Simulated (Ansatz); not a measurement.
InP under load (space group P6_3mc), r2SCAN with spin-orbit coupling, rigid bands (Ansatz, a first-principles code). Condition of this run: uniaxial stress along c of 2 GPa (compression positive) (the target of the relaxation). Band gap 1.27 eV, N_c = 8.47e17 cm⁻³ and N_v = 1.64e19 cm⁻³ at 300 K, conductivity masses along z (a = (4.17, 0.00, 0.00) Å; b = (-2.08, 3.61, 0.00) Å; c = (0.00, 0.00, 6.69) Å) of 0.101 mₑ (electrons) and 0.536 mₑ (holes). Take k_BT = 0.02585 eV.

### Question
Find the intrinsic carrier density and the intrinsic Fermi level.

### Answer
n_i = √(N_c N_v) exp(−E_g/2k_BT) = 3.73e18 × exp(−24.56) = 8.0e7 cm⁻³. The level lies (k_BT/2) ln(N_v/N_c) = 38 meV from mid-gap (positive towards the conduction band). Each 0.1 eV added to the gap lowers n_i by a factor of 6.9.

### Question
A film of it is 5 nm thick, with its normal along the direction named. Estimate the confinement energies in an infinite well.

### Answer
ħ²π²/(2m t²) = 0.376 eV·nm²/(m/mₑ × t²) gives 149 meV for electrons and 28.1 meV for holes, so the gap would widen to about 1.45 eV. Finite barriers and nonparabolic bands lower this, and with several valleys or bands the heaviest mass along the normal sets the lowest level, not this average.

### Question
What thermal injection velocity √(2k_BT/πm) limits a ballistic channel along the direction named?

### Answer
1.69e7 cm/s for electrons and 7.35e6 cm/s for holes, a ratio of √(m_h/m_e) = 2.30, for dilute carriers.

Rigid bands with the computed gap; masses take one relaxation time for all states. Geometry: cell and atoms relaxed with PBEsol.
